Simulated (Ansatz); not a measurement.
A user runs Ansatz (an electronic-structure program) on AgAuCl4 (P1, 12 atoms in the cell) and asks whether the run is sound. The aim is a self-consistent single point with DFT, PBEsol, plane waves, default PAW files made with PBE.

Cell that was meant: a = 6.6310 Å, b = 6.6310 Å, c = 13.0890 Å, α = 116.62°, β = 116.62°, γ = 36.03°.

Part of the input:

Ansatz 0.2 input:
```yaml
    - { symbol: Ag, position: [0.525252, 0.479585, 0.252472] }
    - { symbol: Au, position: [-0.008478, -0.003137, -0.005094] }
    - { symbol: Au, position: [-0.019395, 0.019283, 0.499166] }
basis:
  ecutwfc: 50
kpoints:
  mp_grid: { grid: [4, 4, 2], shift: [0.5, 0.5, 0.5] }
hamiltonian:
```

Output, abridged:

```
   [... lines left out ...]
PAW frozen core: Au, regenerated for the run's functional, and the local potential with it
Initial density: superposition of atomic densities (neutral atoms: chi_scale 0, normalization atom), corrected by the library's trained network
Initial wavefunctions: pseudopotential atomic-orbital guess
Eigensolver: davidson
Functional: x = pbesol(κ = 0.804, μ = 0.12345679012345678), c = pbesol(β = 0.046)
SCF iter   1: F=—  HF=-47806.549175 eV  |F-HF|=—  |Δ(HF+E_count)|=         —  Δρ=9.62e-1  dr2=3.39e3  ethr=1.77e-3  ⟨swp⟩=1.0  Hψ=3846  notcnv=0
all-band conjugate gradients solve this SCF's bands
preconditioner: auto → LDOS
SCF iter   2: F=—  HF=-45416.688307 eV  |F-HF|=—  |Δ(HF+E_count)|=    2.39e3  Δρ=1.20e-1  dr2=7.40e1  ethr=1.77e-3  ⟨swp⟩=7.9  Hψ=6327  notcnv=0  defer=2
   [... lines left out ...]
SCF iter   9: F=—  HF=-45378.035438 eV  |F-HF|=—  |Δ(HF+E_count)|=   1.79e-2  Δρ=2.99e-5  dr2=4.55e-6  ethr=1.74e-8  ⟨swp⟩=2.0  Hψ=2299  notcnv=0  defer=86
SCF iter  10: F=—  HF=-45378.035437 eV  |F-HF|=—  |Δ(HF+E_count)|=   7.87e-7  Δρ=6.74e-6  dr2=3.18e-7  ethr=3.45e-9  ⟨swp⟩=2.0  Hψ=1601  notcnv=0  defer=86
SCF iter  11: F=-45378.035437 eV  HF=-45378.035437 eV  |F-HF|=1.17e-8  |Δ(HF+E_count)|=   1.40e-8  Δρ=1.55e-6  dr2=1.65e-8  ethr=7.58e-11  ⟨swp⟩=15.3  Hψ=5684  notcnv=0
SCF 1 converged in 11 iterations: F = -45378.035437 eV  dr2 = 1.65e-8
Free energy (F): -45378.035437 eV
Internal energy: -45377.885246 eV  (E = F + TS)
E sigma→0 (E₀):  -45377.960341 eV
Entropy (-TS):   -0.150191 eV (-12.516 meV/atom)
Fermi energy:    12.915024 eV
--- Forces (eV/Å), atoms counted from 1 ---
  atom   1  Cl    -5.88710827    -2.12136051     1.97312506
  atom   2  Cl     1.20189287    -9.78813641   -10.50233027
  atom   3  Cl    -2.48522722    14.52564328   -18.17351183
  atom   4  Cl     0.72860240    11.02405686    14.80046089
  atom   5  Cl     3.89008722    -0.32282744   -10.50744776
  atom   6  Cl    -8.43878013     0.04205803    12.68879011
  atom   7  Cl    -4.06033101     0.26092177     9.38627454
   [... lines left out ...]
  atom  12  Au    -9.53192241    -0.79870946    -1.40588882
--- Stress (GPa, compression-positive) ---
      -38.682133       1.696785      12.357969
        1.696785     -93.530875       3.836203
       12.357969       3.836203     -62.951026
  P = ⅓ Tr σ = -65.0547 GPa (-650.547 kbar)
  The stress holds the Pulay correction. Without it, at fixed plane waves, as pw.x and ABINIT print it: P = -1835.6115 GPa
```

Is this run sound? If not, what is wrong?

The run is not sound. The fault is this: a cutoff meant in Ry typed as a bare number, read as eV. A bare number is read in the key's own unit, and eV, Ry (13.6 eV) and Ha (27.2 eV) lie far apart, so the setting ends up far from the one that was meant. To fix it, convert the value to the unit that the key expects. The run converged in 11 iterations without an error; against the sound input the free energy goes up by 348 eV/atom, the pressure goes from 0.43 to -65.05 GPa, the largest force goes from 2.528 to 23.40 eV/Å and no clean gap remains on the mesh (levels overlap or are partly filled), against 0.94 eV before. At a fixed set of plane waves, without the program's Pulay estimate, the pressure is -1835.61 GPa against 0.41 GPa.

An input that runs soundly differs in these lines (not the only fix; some lines may just follow from the change or write a value another way):
```diff
-basis:
-  ecutwfc: 50
```

With that input, the run converged in 8 iterations: free energy E − TS (on the zero of these files) -49548.9719 eV; gap on the k-point mesh 0.94 eV; pressure 0.43 GPa; largest force (vector length) 2.528 eV/Å (DFT, PBEsol, plane waves, default PAW files made with PBE).

On the sound input: the starting cell comes from a database of published, mostly measured structures (it also holds non-ambient and calculated ones), without a prior relaxation at this level. Its atoms were displaced at random from the sites of space group no. 15. Spin-orbit coupling is off. Forces in this geometry exceed 1 eV/Å. Ansatz's pressure includes its estimate of the finite-basis (Pulay) stress. The shifted mesh does not hold Γ, so a gap read on it misses any band edge there.
